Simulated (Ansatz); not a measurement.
The parent structure is Al in the fcc (Cu type) structure (space group Fm-3m, No. 225; a = 3.983 Å).

Level of theory: LDA (Ansatz, a program for electronic structure, PAW, spin-orbit coupling left out).

Before the change:

The lattice parameter a is 3.983 Å.

It is then changed as follows: cell and atoms relaxed at a pressure of 30 GPa.

Question: What does the calculation give for the lattice parameter a after the change?

Answer: The lattice parameter a falls by 0.280 Å (3.983 Å → 3.703 Å).

Load acts through the strain it causes; cell and atoms are relaxed under it. Stability against distortions was not tested. Competing high-pressure phases were not computed.
